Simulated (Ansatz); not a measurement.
## A self-consistent single point of RbCdF3 (Pm-3m, 5 atoms in the cell) with Ansatz

Computed with LDA (PW92), default PAW files made with PBE (plane waves; Ansatz, an electronic-structure program).

The input file:

Ansatz 0.2 input:
```yaml
crystal:
  lattice:
    - [4.411705, 0.000000, 0.000000]
    - [0.000000, 4.411705, 0.000000]
    - [0.000000, 0.000000, 4.411705]
  atoms:
    - { symbol: Rb, position: [0.000000, 0.000000, 0.000000] }
    - { symbol: Cd, position: [0.500000, 0.500000, 0.500000] }
    - { symbol: F, position: [0.000000, 0.500000, 0.500000] }
    - { symbol: F, position: [0.500000, 0.000000, 0.500000] }
    - { symbol: F, position: [0.500000, 0.500000, 0.000000] }
basis:
  ecutwfc: 420.0
kpoints:
  mp_grid: { grid: [6, 6, 6] }
hamiltonian:
  xc: lda
  pseudopotentials: { kind: paw }
scf:
  occupations: { method: fixed }
output:
  forces: true
  eigenvalues: true
  stress: true
```

Log, with long lists cut:

```
WARN ansatz: RAYON_NUM_THREADS=1 ignored (pool sized by the plan → 1); use --threads N
Pseudopotentials: kind: paw
Pseudopotential: Rb, paw, valence charge 9
Pseudopotential: Cd, paw, valence charge 20
Pseudopotential: F, paw, valence charge 7
Crystal: 5 atoms, lattice volume = 85.866 Å³
Basis set: ecut = 420 eV, 1743 PW (Γ)
Bands: 30, of which v1, the nominal top of the filled ones, is band 25 counted from 1 (24 counted from 0)
Symmetry: 48 space group operations
Space group: Pm-3m (ITA 221), of the structure as read, at distance tolerance 4.4e-5 Å
k-points: 20 of 216
PAW frozen core: Rb, regenerated for the run's functional, and the local potential with it
PAW frozen core: Cd, regenerated for the run's functional, and the local potential with it
PAW frozen core: F, regenerated for the run's functional, and the local potential with it
Initial density: superposition of atomic densities (neutral atoms: chi_scale 0, normalization atom), corrected by the library's trained network
Initial wavefunctions: pseudopotential atomic-orbital guess
Eigensolver: davidson
Functional: x = slater, c = lda
SCF iter   1: F=—  HF=-13673.733030 eV  |F-HF|=—  |Δ(HF+E_count)|=         —  Δρ=1.88e-2  dr2=2.22e-1  ethr=1.77e-3  ⟨swp⟩=4.8  Hψ=2143  notcnv=0  defer=51
all-band conjugate gradients solve this SCF's bands
preconditioner: auto → Resta (q_TF=auto, 2.493 Å⁻¹)
SCF iter   2: F=—  HF=-13673.672578 eV  |F-HF|=—  |Δ(HF+E_count)|=   6.05e-2  Δρ=5.41e-3  dr2=9.12e-3  ethr=4.43e-4  ⟨swp⟩=2.1  Hψ=1195  notcnv=0  defer=52
SCF iter   3: F=—  HF=-13673.670188 eV  |F-HF|=—  |Δ(HF+E_count)|=   2.39e-3  Δρ=2.09e-3  dr2=2.38e-3  ethr=1.82e-5  ⟨swp⟩=2.1  Hψ=889  notcnv=0  defer=52
SCF iter   4: F=—  HF=-13673.669702 eV  |F-HF|=—  |Δ(HF+E_count)|=   4.86e-4  Δρ=8.76e-4  dr2=4.54e-4  ethr=4.77e-6  ⟨swp⟩=1.0  Hψ=580  notcnv=0  defer=51
SCF iter   5: F=—  HF=-13673.669592 eV  |F-HF|=—  |Δ(HF+E_count)|=   1.11e-4  Δρ=1.50e-4  dr2=1.61e-5  ethr=9.08e-7  ⟨swp⟩=2.5  Hψ=917  notcnv=0  defer=30
SCF iter   6: F=—  HF=-13673.669590 eV  |F-HF|=—  |Δ(HF+E_count)|=   1.50e-6  Δρ=3.17e-5  dr2=8.23e-7  ethr=3.22e-8  ⟨swp⟩=2.0  Hψ=997  notcnv=0  defer=20
SCF iter   7: F=-13673.669590 eV  HF=-13673.669590 eV  |F-HF|=5.70e-9  |Δ(HF+E_count)|=   1.22e-7  Δρ=4.90e-6  dr2=2.33e-8  ethr=2.00e-10  ⟨swp⟩=10.9  Hψ=3059  notcnv=0
SCF 1 converged in 7 iterations: F = -13673.669590 eV  dr2 = 2.33e-8
SCF converged after 7 iterations
Free energy (F): -13673.669590 eV
Harris-Foulkes:  -13673.669590 eV  (|F-HF|=5.70e-9)
Internal energy: -13673.669590 eV  (E = F + TS)
E sigma→0 (E₀):  -13673.669590 eV
Fermi energy:    4.077482 eV
--- Per-component energies (eV) ---
  E_band       = -657.999864
  E_kinetic    = 1312.307537
  E_local      = -6453.170930  (includes V_loc(G=0)·N_el)
  E_nonlocal   = 448.737155
  E_hartree    = 2739.941415
  E_xc         = -537.328854
  E_vxc        = -659.073563  (∫ρ·V_xc dr)
  E_paw        = -7036.131942  (= ΣΔE_a)
  E_vpaw       = -786.688804  (= ΣTr[D̂ρ^β])
  E_aug_tail   = 0.006074  (compensation charges beyond the density's cutoff)
  E_ewald      = -4149.407628
  E_core_change = 1.377583  (= ΣΔE_core)
  E_smearing   = -0.000000  (= −TS)
  E_closure    = 0.000000  (closes the sum)
  Σ components = -13673.669590   (vs F -13673.669590, Δ=0.00e0)
--- Forces (eV/Å), atoms counted from 1 ---
  atom   1  Rb    -0.00000000     0.00000000     0.00000000
   [... zero for the other atoms too ...]
  max |Σ_I F_I| component: 3.64e-28 eV/Å
--- Stress (GPa, compression-positive) ---
       -3.758618      -0.000000      -0.000000
        0.000000      -3.758618       0.000000
        0.000000       0.000000      -3.758618
  P = ⅓ Tr σ = -3.7586 GPa (-37.586 kbar)
  The stress holds the Pulay correction. Without it, at fixed plane waves, as pw.x and ABINIT print it: P = -4.3694 GPa
--- Band table (eV; the first three rows and the last of 20) ---
  k-point 0: bands = ["-94.6587", "-55.8467", "-55.8467", "-55.8467", "-19.6285", "-16.3678", "-16.0833", "-16.0833", "-3.7228", "-3.7228", "-3.7228", "-0.9466", "-0.9466", "-0.9466", "-0.5086", "-0.5086", "0.7669", "0.7669", "0.7669", "2.3332", [...]
  k-point 1: bands = ["-94.6587", "-55.8467", "-55.8467", "-55.8467", "-19.6228", "-16.3508", "-16.0866", "-16.0824", "-3.7345", "-3.7112", "-3.7112", "-1.1189", "-0.9907", "-0.9907", "-0.9456", "-0.5083", "0.7837", "0.7837", "1.2807", "2.2957", [...]
  k-point 2: bands = ["-94.6587", "-55.8468", "-55.8466", "-55.8466", "-19.6113", "-16.3190", "-16.0909", "-16.0808", "-3.7577", "-3.6876", "-3.6876", "-1.8532", "-1.0718", "-1.0718", "-0.9437", "-0.5077", "0.8046", "0.8046", "1.7122", "2.2203", [...]
  k-point 19: bands = ["-94.6587", "-55.8469", "-55.8469", "-55.8469", "-19.5805", "-16.0968", "-16.0968", "-16.0968", "-3.9628", "-3.9628", "-3.9628", "-2.3335", "-2.3335", "-1.2433", "-1.2433", "-1.2433", "-1.0637", "2.4261", "2.4261", "2.4261", [...]
```

The run converged in 7 iterations.

The starting cell comes from a database of computed structures (which also holds hypothetical and non-ambient phases and stackings), without a prior relaxation at this level. Its lattice was rescaled by up to half a per cent. With a pressure of about -4 GPa the cell is away from its equilibrium volume at this level. Ansatz's pressure includes its estimate of the finite-basis (Pulay) stress. Without the estimate this run gives -4.37 GPa.
